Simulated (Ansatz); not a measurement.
**Worked example: self-consistent single point of LuCd₂ (P-3m1, 3 atoms in the cell) in Ansatz (a program for electronic structure)**

Method of the run: PBEsol, default PAW files made with PBE (plane waves; Ansatz).

This input was run:

Ansatz 0.2 input:
```yaml
# LuCd2
crystal:
  lattice:
    - [5.382090, 0.000000, 0.000000]
    - [-2.691045, 4.661027, 0.000000]
    - [0.000000, 0.000000, 3.217340]
  atoms:
    - { symbol: Lu, position: [0.000000, 0.000000, 0.000000] }
    - { symbol: Cd, position: [0.666667, 0.333333, 0.953360] }
    - { symbol: Cd, position: [0.333333, 0.666667, 0.046640] }
basis:
  ecutwfc: 420.0 eV
kpoints:
  mp_grid: { grid: [7, 7, 10] }
hamiltonian:
  xc: pbesol
  pseudopotentials: { kind: paw }
scf:
  occupations: { method: gaussian, width: 0.272 eV }
output:
  forces: true
  eigenvalues: true
  stress: true
```

The program printed (abridged):

```
WARN the atoms were moved onto the symmetric positions of the space group found under crystal.symmetry.tolerance 1.0e-5 (fractional …
WARN ansatz: RAYON_NUM_THREADS=1 ignored (pool sized by the plan → 1); use --threads N
Pseudopotentials: kind: paw
Pseudopotential: Lu, paw, valence charge 25
Pseudopotential: Cd, paw, valence charge 20
Crystal: 3 atoms, lattice volume = 80.710 Å³
Basis set: ecut = 420 eV, 1589 PW (Γ), exchange–correlation on 72×72×48 points (8 copies of the dense FFT grid, shifted against one another)
Bands: 39, of which v1, the nominal top of the filled ones, is band 33 counted from 1 (32 counted from 0)
Symmetry: 12 space group operations
Space group: P-3m1 (ITA 164), of the structure as read, at distance tolerance 4.3e-5 Å
k-points: 64 of 490
PAW frozen core: Lu, regenerated for the run's functional, and the local potential with it
PAW frozen core: Cd, regenerated for the run's functional, and the local potential with it
Initial density: superposition of atomic densities (neutral atoms: chi_scale 0, normalization atom), corrected by the library's trained network
Initial wavefunctions: pseudopotential atomic-orbital guess
Eigensolver: davidson
Functional: x = pbesol(κ = 0.804, μ = 0.12345679012345678), c = pbesol(β = 0.046)
SCF iter   1: F=—  HF=-30979.121456 eV  |F-HF|=—  |Δ(HF+E_count)|=         —  Δρ=4.77e-3  dr2=1.39e-2  ethr=1.77e-3  ⟨swp⟩=5.7  Hψ=10971  notcnv=0
all-band conjugate gradients solve this SCF's bands
preconditioner: auto → Kerker (q_TF=auto, 2.632 Å⁻¹)
SCF iter   2: F=—  HF=-30979.116136 eV  |F-HF|=—  |Δ(HF+E_count)|=   5.32e-3  Δρ=2.08e-3  dr2=3.47e-3  ethr=2.14e-5  ⟨swp⟩=2.3  Hψ=5440  notcnv=0  defer=1
SCF iter   3: F=—  HF=-30979.115824 eV  |F-HF|=—  |Δ(HF+E_count)|=   3.12e-4  Δρ=8.07e-4  dr2=7.56e-4  ethr=5.34e-6  ⟨swp⟩=2.3  Hψ=4112  notcnv=0  defer=1
SCF iter   4: F=—  HF=-30979.115957 eV  |F-HF|=—  |Δ(HF+E_count)|=   1.33e-4  Δρ=4.86e-4  dr2=1.54e-4  ethr=1.16e-6  ⟨swp⟩=2.7  Hψ=4659  notcnv=0  defer=1
SCF iter   5: F=—  HF=-30979.115770 eV  |F-HF|=—  |Δ(HF+E_count)|=   1.88e-4  Δρ=2.43e-4  dr2=2.92e-5  ethr=2.37e-7  ⟨swp⟩=3.0  Hψ=5164  notcnv=0  defer=1
SCF iter   6: F=—  HF=-30979.115770 eV  |F-HF|=—  |Δ(HF+E_count)|=   3.90e-9  Δρ=1.24e-4  dr2=9.87e-6  ethr=4.49e-8  ⟨swp⟩=2.1  Hψ=4493  notcnv=0  defer=1
SCF iter   7: F=—  HF=-30979.115766 eV  |F-HF|=—  |Δ(HF+E_count)|=   3.32e-6  Δρ=1.38e-5  dr2=1.20e-7  ethr=1.52e-8  ⟨swp⟩=2.5  Hψ=4543  notcnv=0  defer=1
SCF iter   8: F=-30979.115766 eV  HF=-30979.115766 eV  |F-HF|=8.19e-10  |Δ(HF+E_count)|=   2.09e-9  Δρ=3.34e-6  dr2=8.98e-9  ethr=1.54e-10  ⟨swp⟩=10.4  Hψ=15430  notcnv=0
SCF 1 converged in 8 iterations: F = -30979.115766 eV  dr2 = 8.98e-9
SCF converged after 8 iterations
Free energy (F): -30979.115766 eV
Harris-Foulkes:  -30979.115766 eV  (|F-HF|=8.19e-10)
Internal energy: -30979.051381 eV  (E = F + TS)
E sigma→0 (E₀):  -30979.083574 eV
Entropy (-TS):   -0.064385 eV (-21.462 meV/atom)
Fermi energy:    12.286213 eV
--- Per-component energies (eV) ---
  E_band       = -923.789973
  E_kinetic    = 1425.492833
  E_local      = -13440.813406  (includes V_loc(G=0)·N_el)
  E_nonlocal   = 652.680090
  E_hartree    = 5931.278877
  E_xc         = -566.294125
  E_vxc        = -698.130003  (∫ρ·V_xc dr)
  E_paw        = -15280.133926  (= ΣΔE_a)
  E_vpaw       = -725.572474  (= ΣTr[D̂ρ^β])
  E_aug_tail   = 0.000051  (compensation charges beyond the density's cutoff)
  E_ewald      = -9703.137862
  E_core_change = 1.876087  (= ΣΔE_core)
  E_smearing   = -0.064385  (= −TS)
  E_closure    = 0.000000  (closes the sum)
  Σ components = -30979.115766   (vs F -30979.115766, Δ=0.00e0)
--- Forces (eV/Å), atoms counted from 1 ---
  atom   1  Lu     0.00000000     0.00000000     0.00000000
  atom   2  Cd     0.00000000    -0.00000000    -0.01437110
  atom   3  Cd     0.00000000     0.00000000     0.01437110
  max |Σ_I F_I| component: 2.31e-18 eV/Å
--- Stress (GPa, compression-positive) ---
       -3.541821       0.000000       0.000000
        0.000000      -3.541821      -0.000000
        0.000000      -0.000000      -1.963747
  P = ⅓ Tr σ = -3.0158 GPa (-30.158 kbar)
  The stress holds the Pulay correction. Without it, at fixed plane waves, as pw.x and ABINIT print it: P = -3.0525 GPa
--- Band table (eV; the first three rows and the last of 64) ---
  k-point 0: bands = ["-90.3373", "-90.3359", "-51.4264", "-51.4264", "-51.4131", "-51.4131", "-51.3830", "-51.3813", "-44.5535", "-15.2485", "-15.2485", "-14.9650", "3.1954", "3.4987", "3.5321", "3.5321", "3.6537", "3.6537", "3.8636", "3.8636", [...]
  k-point 1: bands = ["-90.3373", "-90.3358", "-51.4263", "-51.4263", "-51.4131", "-51.4131", "-51.3842", "-51.3825", "-44.5511", "-15.2434", "-15.2434", "-15.0141", "3.2357", "3.5338", "3.5338", "3.5684", "3.6514", "3.6514", "3.8319", "3.8319", [...]
  k-point 2: bands = ["-90.3371", "-90.3357", "-51.4260", "-51.4260", "-51.4129", "-51.4129", "-51.3873", "-51.3855", "-44.5449", "-15.2300", "-15.2300", "-15.1407", "3.3358", "3.5364", "3.5364", "3.6280", "3.6280", "3.7531", "3.7714", "3.7714", [...]
  k-point 63: bands = ["-90.3362", "-90.3359", "-51.4265", "-51.4203", "-51.4176", "-51.4112", "-51.3947", "-51.3944", "-44.5286", "-15.4592", "-15.1962", "-15.1953", "3.2733", "3.3819", "3.4614", "3.4912", "3.5701", "3.6149", "3.8081", "4.0420", [...]
```

The run converged in 8 iterations.

The starting cell comes from a database of computed structures (which also holds hypothetical and non-ambient phases and stackings), without a prior relaxation at this level. Spin-orbit coupling is off. With a pressure of about -3 GPa the cell is away from its equilibrium volume at this level. Ansatz's pressure includes its estimate of the finite-basis (Pulay) stress.
